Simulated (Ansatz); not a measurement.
Consider the formation energy of KF (rock salt, Fm-3m) from the elements. Reaction: K (bcc) + 1/2 F2 (gas) → KF (rock salt). A negative value means that the right-hand side lies lower. The value is per atom of the solid.

KF (rock salt, Fm-3m), 2 atoms in the cell. Conventional cell: a = b = c = 5.421 Å, α = β = γ = 90.00°.

Setting: static, neutral cells in Ansatz (PAW) whose structures rest at the PBE level. Ansatz (an electronic-structure program) runs with its default PAW set. Other levels take these structures. HSE06 runs on coarser k-point meshes, mended by the PBE difference between the two meshes. Some cells are metallic or hold partly filled levels, where a hybrid on a coarse mesh is less sure. The lattices are those relaxed with PBE, so at other levels the solids can be strained, which adds to the spread. A dispersion term (D3(BJ), or D4 for r2SCAN) was computed beside these levels and is taken off wherever the name lacks it.

Measured enthalpy at 298 K, from tabulated formation enthalpies: -2.95 eV/atom (as tabulated in Friedrich and co-workers, 2018, arXiv:1811.08952). It holds thermal and zero-point parts that the computed values lack, which would shift all levels alike, taken here as about 0.04 eV/atom at most.

Q: Which of the levels (PBE, LDA, PBEsol, RPBE, r2SCAN, HSE06) reproduces the measured value best, and by how much do the others miss?

A: 
| Method | computed (eV/atom) | computed less measured |
|---|---|---|
| r2SCAN | -2.92 | 0.03 |
| LDA | -2.89 | 0.06 |
| HSE06 | -2.80 | 0.15 |
| PBE | -2.71 | 0.24 |
| PBEsol | -2.71 | 0.24 |
| RPBE | -2.62 | 0.33 |

r2SCAN comes closest here; RPBE misses by 0.33 eV/atom.
